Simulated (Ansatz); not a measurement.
The starting structures come from a database of crystals and need not be the phases stable at ambient conditions.

Inside the gap of an insulator the Bloch states are evanescent, with a wavenumber k + iκ along the transport direction.

Given:

```xyz
12
Lattice="5.1038 0.0000 0.0000 0.0000 5.6507 0.0000 0.0000 0.0000 4.7427" Properties=species:S:1:pos:R:3 pbc="T T T"
Zr     2.5519     3.2660     0.0000
Zr     0.0000     2.3848     2.3714
Ti     0.0000     5.2491     0.0000
Ti     2.5519     0.4016     2.3714
O      4.2010     0.7054     3.4940
O      0.9028     0.7054     1.2487
O      3.4547     4.9453     1.1227
O      1.6491     4.9453     3.6201
O      3.3695     1.9850     1.3431
O      1.7343     1.9850     3.3996
O      4.2862     3.6657     3.7145
O      0.8176     3.6657     1.0282
```

Space group of this cell: P2_12_12. The cell is taken as given; by r2SCAN its mean pressure is -0.6 GPa.

Transport runs along the normal of the first two printed cell vectors.

The gap is the functional's own. No spin-orbit coupling. Mid-gap values are interpolated on the energy grid.

Problem. Predict the band gap and the smallest decay constant κ at mid-gap from r2SCAN (Ansatz, an electronic-structure program).

Solution. Gap 3.12 eV on a 6×6×6 mesh; κ = 0.361 1/Å, at the zone centre.
